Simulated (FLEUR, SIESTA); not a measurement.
A SIESTA input for a self-consistent single point of WSe₂ (P6_3/mmc, 6 atoms in the cell) (DFT, GGA PBE, numerical atomic orbitals DZP, PseudoDojo PBE standard norm-conserving potentials (rewritten from UPF to PSML)):

```
# files in the folder: W.psml Se.psml (PseudoDojo PBE standard)
SystemName  WSe2
SystemLabel siesta

NumberOfAtoms                6
NumberOfSpecies              2
%block ChemicalSpeciesLabel
  1 74 W
  2 34 Se
%endblock ChemicalSpeciesLabel
LatticeConstant              1.0 Ang
%block LatticeVectors
     3.322586000    0.000000000    0.000000000
    -1.661293000    2.877444000    0.000000000
     0.000000000    0.000000000   13.748180000
%endblock LatticeVectors
AtomicCoordinatesFormat      Bohr
%block AtomicCoordinatesAndAtomicSpecies
     3.139391922    1.812525220   19.485221184  1
    -0.000003139    3.625055878    6.495073728  1
    -0.000003139    3.625055878   22.628836868  2
     3.139391922    1.812525220    3.351458044  2
     3.139391922    1.812525220    9.638689412  2
    -0.000003139    3.625055878   16.341605500  2
%endblock AtomicCoordinatesAndAtomicSpecies

XC.functional                GGA
XC.authors                   PBE
PAO.BasisSize                DZP
PAO.EnergyShift              0.005 Ry
MeshCutoff                   350 Ry
%block kgrid.MonkhorstPack
    6   0   0  0.0
    0   6   0  0.0
    0   0   2  0.0
%endblock kgrid.MonkhorstPack
OccupationFunction           FD
ElectronicTemperature        10 K

MaxSCFIterations             150
SCF.Mixer.Method             Pulay
SCF.Mixer.Weight             0.25
SCF.Mixer.History            6
SCF.DM.Tolerance             1.0E-04
Diag.ParallelOverK           true
WriteForces                  true
```

**Question.** Write the same calculation as an input for FLEUR.

**Answer.** This is the input that was run; spellings and numerical settings could be chosen otherwise.

Input of the input generator:

```
scf WSe2
&input film=f /
3.3225860680 -0.0000000158 0.0000000000
-1.6612930203 2.8774439490 0.0000000000
0.0000000000 0.0000000000 13.7481800000
1.8897261246
1.0 1.0 1.0

6
74 0.6666666667 0.3333333333 0.7500000000
74 0.3333333333 0.6666666667 0.2500000000
34 0.3333333333 0.6666666667 0.8710000000
34 0.6666666667 0.3333333333 0.1290000000
34 0.6666666667 0.3333333333 0.3710000000
34 0.3333333333 0.6666666667 0.6290000000

&comp jspins=1 /
&kpt div1=6 div2=6 div3=2 gamma=t /
&end /
```

```xml
<?xml version="1.0" encoding="UTF-8" standalone="no"?>
<fleurInput fleurInputVersion="0.39">
   <comment>
      scf WSe2                                                                                            
   </comment>
   <calculationSetup>
      <cutoffs Kmax="3.6" Gmax="12.6" GmaxXC="12.6" numbands="0"/>
      <scfLoop itmax="80" minDistance="0.00001" maxIterBroyd="15" imix="Anderson" alpha="0.05" precondParam="0.0" spinf="2.0"/>
      <coreElectrons ctail="T" frcor="F" kcrel="0" coretail_lmax="0"/>
      <xcFunctional name="pbe" relativisticCorrections="F"/>
      <magnetism jspins="1"/>
      <soc l_soc="F" theta="0.0" phi="0.0" spav="F"/>
      <expertModes spex="0" secvar="F"/>
      <geometryOptimization l_f="T" forcealpha="1.0" forcemix="BFGS" epsdisp="0.00001" epsforce="0.00001"/>
      <ldaU l_linMix="F" mixParam="0.05" spinf="1.0"/>
   </calculationSetup>
   <cell>
      <bzIntegration valenceElectrons="92.0" mode="hist" fermiSmearingEnergy="0.0001">
         <kPointListSelection listName="default-1"/>
         <!-- k-points included here -->
         <xi:include xmlns:xi="http://www.w3.org/2001/XInclude" href="kpts.xml"> </xi:include>
      </bzIntegration>
      <!-- symmetry operations included here -->
      <xi:include xmlns:xi="http://www.w3.org/2001/XInclude" href="sym.xml"> </xi:include>
      <bulkLattice scale="1.0">
         <bravaisMatrix>
            <row-1>    6.2787776939315920    -0.0000000298576728     0.0000000000000000</row-1>
            <row-2>   -3.1393888210765479     5.4375810024974891     0.0000000000000000</row-2>
            <row-3>    0.0000000000000000     0.0000000000000000    25.9802949117032256</row-3>
         </bravaisMatrix>
      </bulkLattice>
   </cell>
   <atomSpecies>
      <species name="Tungsten (W)" element="W" atomicNumber="74">
         <mtSphere radius="2.19" gridPoints="773" logIncrement="0.017"/>
         <atomicCutoffs lmax="8" lnonsphr="6"/>
         <electronConfig flipSpins="F">
            <coreConfig>(1s1/2) (2s1/2) (2p1/2) (2p3/2) (3s1/2) (3p1/2) (3p3/2) (4s1/2) (3d3/2) (3d5/2) (4p1/2) (4p3/2) (4d3/2) (4d5/2) (4f5/2) (4f7/2)</coreConfig>
            <valenceConfig>(5s1/2) (5p1/2) (5p3/2) (6s1/2) (5d3/2) (5d5/2)</valenceConfig>
            <stateOccupation state="(5d3/2)" spinUp="0.8" spinDown="0.8"/>
            <stateOccupation state="(5d5/2)" spinUp="1.2" spinDown="1.2"/>
         </electronConfig>
         <energyParameters s="6" p="6" d="5" f="5"/>
         <lo type="SCLO" l="0" n="5" eDeriv="0"/>
         <lo type="SCLO" l="1" n="5" eDeriv="0"/>
      </species>
      <species name="Selenium (Se)" element="Se" atomicNumber="34">
         <mtSphere radius="2.19" gridPoints="773" logIncrement="0.016"/>
         <atomicCutoffs lmax="8" lnonsphr="6"/>
         <electronConfig flipSpins="F">
            <coreConfig>(1s1/2) (2s1/2) (2p1/2) (2p3/2) (3s1/2) (3p1/2) (3p3/2)</coreConfig>
            <valenceConfig>(4s1/2) (3d3/2) (3d5/2) (4p1/2) (4p3/2)</valenceConfig>
            <stateOccupation state="(4p1/2)" spinUp="0.6666666666667" spinDown="0.6666666666667"/>
            <stateOccupation state="(4p3/2)" spinUp="1.3333333333333" spinDown="1.3333333333333"/>
         </electronConfig>
         <energyParameters s="4" p="4" d="3" f="4"/>
         <lo type="HELO" l="2" n="4" eDeriv="0"/>
      </species>
   </atomSpecies>
   <atomGroups>
      <atomGroup species="Tungsten (W)">
         <relPos label="                   1">-1.000/3.000 1.000/3.000 -1.000/4.000</relPos>
         <relPos label="                   2">1.000/3.000 -1.000/3.000 1.000/4.000</relPos>
         <force calculate="T" relaxXYZ="TTT"/>
      </atomGroup>
      <atomGroup species="Selenium (Se)">
         <relPos label="                   3">1.000/3.000 -1.000/3.000 -.1290000000</relPos>
         <relPos label="                   4">-1.000/3.000 1.000/3.000 .1290000000</relPos>
         <relPos label="                   5">-1.000/3.000 1.000/3.000 .3710000000</relPos>
         <relPos label="                   6">1.000/3.000 -1.000/3.000 -.3710000000</relPos>
         <force calculate="T" relaxXYZ="TTT"/>
      </atomGroup>
   </atomGroups>
   <output dos="F" band="F" slice="F">
      <checks vchk="F" cdinf="F"/>
      <bandDOS minEnergy="-.5*Htr" maxEnergy="0.5*Htr" sigma="0.015" storeEVData="T"/>
      <vacuumDOS vacdos="F" integ="F" star="F" nstars="0" locx1="0.0" locy1="0.0" locx2="0.0" locy2="0.0" nstm="0" tworkf="0.0"/>
      <unfoldingBand unfoldBand="F" supercellX="1" supercellY="1" supercellZ="1"/>
      <plotting iplot="0" polar="F">
         <plot TwoD="T" vec1="  1.0  0.0  0.0" vec2="  0.0  1.0  0.0" vec3="  0.0  0.0  1.0" zero="  0.0  0.0  0.0" file="plot"/>
      </plotting>
      <chargeDensitySlicing numkpt="0" minEigenval="0.0" maxEigenval="0.0" nnne="0" pallst="F"/>
      <specialOutput eonly="F"/>
      <magneticCircularDichroism mcd="F" energyLo="-10.0" energyUp="0.0"/>
   </output>
  <!-- We include the file relax.xml here to enable relaxations (see documentation) -->
  <xi:include xmlns:xi="http://www.w3.org/2001/XInclude" href="relax.xml"> <xi:fallback/> </xi:include>
</fleurInput>
```

Basis, cutoffs, solver keys and any potentials are the target program's own. This input uses DFT, PBE, all-electron FLAPW (FLEUR), scalar-relativistic valence.

The starting cell comes from a database of computed structures (which also holds hypothetical and non-ambient phases and stackings), without a prior relaxation at this level. Its lattice was rescaled by a random factor within 2.5 % of one.
